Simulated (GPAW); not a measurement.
A working GPAW input for KCrF3 (Pm-3m, 5 atoms in the cell) (DFT PBEsol, plane waves, GPAW PAW datasets PBEsol (made by gpaw-setup)):

```python
from ase import Atoms
from ase.units import GPa
from gpaw import GPAW, PW

atoms = Atoms(['K', 'Cr', 'F', 'F', 'F'],
              cell=[[4.154658, 0.000000, 0.000000],
                    [0.000000, 4.154658, 0.000000],
                    [0.000000, 0.000000, 4.154658]],
              positions=[[2.077329, 2.077329, 2.077329],
                         [0.000000, 0.000000, 0.000000],
                         [2.077329, 0.000000, 0.000000],
                         [0.000000, 2.077329, 0.000000],
                         [0.000000, 0.000000, 2.077329]],
              pbc=True)

atoms.set_initial_magnetic_moments([0.0, 3.0, 0.0, 0.0, 0.0])

calc = GPAW(spinpol=True,
            mode=PW(900),
            xc='PBEsol',
            kpts=(5, 5, 5),
            occupations={'name': 'methfessel-paxton', 'width': 0.1, 'order': 0},
            nbands=-13,
            convergence={'forces': 0.001},
            symmetry={'symmorphic': False, 'tolerance': 0.0005},
            maxiter=150)

atoms.calc = calc

energy = atoms.get_potential_energy()
print('Energy (eV):', round(energy, 6))
forces = atoms.get_forces()
print('Forces (eV/Ang):')
print(forces.round(5))
stress = atoms.get_stress()
print('Stress (GPa, Voigt):', (stress / GPa).round(4))
```

The run converged in 18 iterations: free energy E − TS (from the program's reference atoms) -29.5855 eV; Fermi level (on the code's own zero) 5.74 eV; size of the cell's spin moment 4.00 μB; site moments (μB, in the program's spheres or projections) K 0.00, Cr 3.52, F 0.02, F 0.02, F 0.02. Each of these slips is then made, one at a time:

(1)
```diff
-                         [0.000000, 0.000000, 2.077329]],
-              pbc=True)
+                         [0.000000, 0.000000, 2.077329]])
```

(2)
```diff
-            kpts=(5, 5, 5),
```

Q: What happens in each case?

A: 
(1) Periodic boundary conditions left out. The program stopped before any SCF iteration, with the message: ValueError: K-points can only be used with PBCs!.

(2) A single k-point for a small metallic cell. The run converged in 32 iterations without an error; against the sound input the free energy rises by 768 meV/atom and the size of the net moment stays at 0.80 μB/atom.

The starting cell comes from a database of computed structures (which also holds hypothetical and non-ambient phases and stackings), without a prior relaxation at this level. Its lattice was rescaled by a random factor within 2.5 % of one. With one magnetic atom in the cell only a parallel order is possible.

Left out of this page: 4 runs of the series outside the window shown, repeating another row's setting, or not comparable.
